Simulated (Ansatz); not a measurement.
CsCl-type RuAl, treated with PBEsol in Ansatz (PAW).

Settings: plane-wave cutoff 520 eV, 16×16×16 k mesh, Fermi–Dirac smearing 0.1 eV, perturbation theory, no spin polarisation, scalar-relativistic PAW data made under PBE.

The cell has the measured lattice parameters. Conventional cell: a = 2.9916 Å, b = 2.9916 Å, c = 2.9916 Å, α = 90.00°, β = 90.00°, γ = 90.00°.

```xyz
2
Lattice="2.9916 0.0000 0.0000 0.0000 2.9916 0.0000 0.0000 0.0000 2.9916" Properties=species:S:1:pos:R:3 pbc="T T T"
Al     1.4958     1.4958     1.4958
Ru     0.0000     0.0000     0.0000
```

Harmonic phonon frequencies (cm⁻¹; i marks an imaginary mode):

```json
[
 {"q point": "Γ", "frequencies": "0 0 0 311 311 311"},
 {"q point": "X", "frequencies": "159 159 207 286 286 329"},
 {"q point": "M", "frequencies": "…"},
 {"q point": "R", "frequencies": "…"}
]
```

Q: Some entries are withheld; supply them.

A: 
- M, frequencies: 104 104 189 275 349 349
- R, frequencies: 179 179 179 334 334 334

No imaginary mode appears at these points.

Note: the cell isn't this level's own, so it is under some stress, which shifts stiffness and frequencies.

Ansatz is a quantum-chemistry and plane-wave program.
